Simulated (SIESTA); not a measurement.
Worked example: self-consistent single point of Al2Pt (Fm-3m, 3 atoms in the cell) in SIESTA.

Level of theory: SIESTA with GGA PBE with spin-orbit coupling, numerical atomic orbitals DZP, PseudoDojo PBE fully relativistic norm-conserving potentials (rewritten from UPF to PSML).

```yaml
crystal:
  lattice:
    - [0.00000, 2.98486, 2.98486]
    - [2.98486, 0.00000, 2.98486]
    - [2.98486, 2.98486, 0.00000]
  atoms:
    - { symbol: Al, position: [0.25000, 0.25000, 0.25000] }
    - { symbol: Al, position: [0.75000, 0.75000, 0.75000] }
    - { symbol: Pt, position: [0.00000, 0.00000, 0.00000] }
```

Reference input (self-consistent single point, DFT, GGA PBE, numerical atomic orbitals DZP, PseudoDojo PBE standard norm-conserving potentials (rewritten from UPF to PSML)): XC.functional = GGA; XC.authors = PBE; potentials = PseudoDojo PBE standard; PAO.BasisSize = DZP; PAO.EnergyShift = 0.01 Ry; MeshCutoff = 350 Ry; kgrid.MonkhorstPack = 7 7 7; OccupationFunction = MP; OccupationMPOrder = 0; ElectronicTemperature = 136 meV; MaxSCFIterations = 150; SCF.Mixer.Method = Pulay. This run's input differs from it in these lines:

```diff
@@ -1,2 +1,2 @@
-# files in the folder: Al.psml Pt.psml (PseudoDojo PBE standard)
+# files in the folder: Al.psml Pt.psml (PseudoDojo PBE fully relativistic)
 SystemName  Al2Pt
@@ -36,2 +36,8 @@
 ElectronicTemperature        136.0 meV
+Spin                         spin-orbit
+%block DM.InitSpin
+  1 0.00 0.00 0.00
+  2 0.00 0.00 0.00
+  3 0.00 0.00 0.00
+%endblock DM.InitSpin
```

Output, abridged:

```
        iscf     Eharris(eV)        E_KS(eV)     FreeEng(eV)     dDmax    Ef(eV) dHmax(eV)
   scf:    1    -3609.289431    -3665.398372    -3665.413798  0.653042 -2.873585 26.176401
     spin moment: {S} , |S| = {   -0.00000   -0.00000    0.00000 }     0.00000
   scf:    2    -3687.254206    -3684.158555    -3684.172484  0.163356 -4.111281  1.373427
     spin moment: {S} , |S| = {    0.00000    0.00000    0.00000 }     0.00000
   scf:    3    -3684.274169    -3684.258016    -3684.271219  0.009171 -4.058738  0.210893
     spin moment: {S} , |S| = {   -0.00000   -0.00000    0.00000 }     0.00000
   [... lines left out ...]
     spin moment: {S} , |S| = {   -0.00000    0.00000    0.00000 }     0.00000
   scf:    6    -3684.265648    -3684.269488    -3684.282731  0.000940 -4.066856  0.034993
     spin moment: {S} , |S| = {   -0.00000   -0.00000   -0.00000 }     0.00000
   scf:    7    -3684.270026    -3684.269508    -3684.282759  0.000112 -4.067490  0.016232
     spin moment: {S} , |S| = {   -0.00000    0.00000    0.00000 }     0.00000
   scf:    8    -3684.269926    -3684.269509    -3684.282767  0.000088 -4.067995  0.000574
     spin moment: {S} , |S| = {   -0.00000    0.00000   -0.00000 }     0.00000
SCF Convergence by DM+H criterion
max |DM_out - DM_in|         :     0.0000877753
max |H_out - H_in|      (eV) :     0.0005738144
SCF cycle converged after 8 iterations

Using DM_out to compute the final energy and forces

siesta: E_KS(eV) =            -3684.2695

siesta: E_KS - E_eggbox =     -3684.2695

siesta: Atomic forces (eV/Ang):
     1   -0.000072   -0.000072   -0.000072
     2    0.000072    0.000072    0.000072
     3    0.000000    0.000000   -0.000000
   Tot    0.000000    0.000000   -0.000000
   Max    0.000072
   Res    0.000059    sqrt( Sum f_i^2 / 3N )
   Max    0.000072    constrained

Stress tensor Voigt[x,y,z,yz,xz,xy] (kbar):       32.70       32.70       32.70       -0.05       -0.05       -0.05
(Free)E + p*V (eV/cell)    -3685.3683
Target enthalpy (eV/cell)    -3684.2828

   [... lines left out ...]
siesta: FreeEng =     -3684.282767
siesta: Cell volume =         53.186292 Ang**3
siesta:         -32.69996342        -32.70644282  kBar
   [... lines left out ...]

Mulliken Atomic Populations:
Atom #   charge [q] valence [e]           S      Sx [e]      Sy [e]      Sz [e]  Species
     1    -0.055569    3.055569    0.000000    0.000000    0.000000    0.000000  Al
     2    -0.055569    3.055569    0.000000   -0.000000   -0.000000   -0.000000  Al
     3     0.111138   17.888862    0.000000   -0.000000    0.000000    0.000000  Pt
 Total     0.000000                0.000000   -0.000000    0.000000    0.000000
```

The run converged in 8 iterations. Against the reference run the pressure goes from -1.10 to -3.27 GPa.

The starting cell comes from a database of computed structures (which also holds hypothetical and non-ambient phases and stackings), without a prior relaxation at this level. Its lattice was rescaled by a random factor within 2.5 % of one. Values carry the incompleteness of an atom-centred basis. With a pressure of about -3 GPa the cell is away from its equilibrium volume at this level.

Cost on one core of a shared machine: roughly 2 min.
